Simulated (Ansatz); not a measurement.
Ag₃SI (Pm-3m, No. 221, 5 atoms in the cell; start mp-558189) was calculated with PBEsol (PAW; Ansatz, a first-principles code).

Settings: plane-wave cutoff 520 eV, 8×8×8 k mesh, Fermi–Dirac smearing 0.01 eV, no spin polarisation, scalar-relativistic PAW data made under PBE.

Cell (relaxed at this level):

```cif
data_Ag3IS
_chemical_formula_sum 'Ag3 S1 I1'
_space_group_name_H-M_alt 'Pm-3m'
_space_group_IT_number 221
_space_group_name_Hall '-P 4 2 3'
_cell_length_a 4.86896
_cell_length_b 4.86896
_cell_length_c 4.86896
_cell_angle_alpha 90.000
_cell_angle_beta 90.000
_cell_angle_gamma 90.000
loop_
_atom_site_label
_atom_site_type_symbol
_atom_site_symmetry_multiplicity
_atom_site_Wyckoff_symbol
_atom_site_fract_x
_atom_site_fract_y
_atom_site_fract_z
_atom_site_occupancy
Ag1 Ag 3 c 0.00000 0.50000 0.50000 1
S1 S 1 b 0.50000 0.50000 0.50000 1
I1 I 1 a 0.00000 0.00000 0.00000 1
```

Question: Predict the band gap, direct gap at Γ and bulk modulus.

Answer: 
* **band gap**: 0.71 eV (on the SCF k mesh)
* **direct gap at Γ**: 2.45 eV
* **bulk modulus**: 58.9 GPa

Note: the relaxation could not lower the start's symmetry, so the cell can be a saddle point above a distorted one; the bulk modulus is −V dP/dV from two relaxed cells at ±2 % in volume.

Spin–orbit coupling is not included.

Static lattice: no zero-point or thermal effects.

Computing time: about 110 core-seconds (a rough figure).

A start named mp-… is a Materials Project structure, which need not be a measured phase.
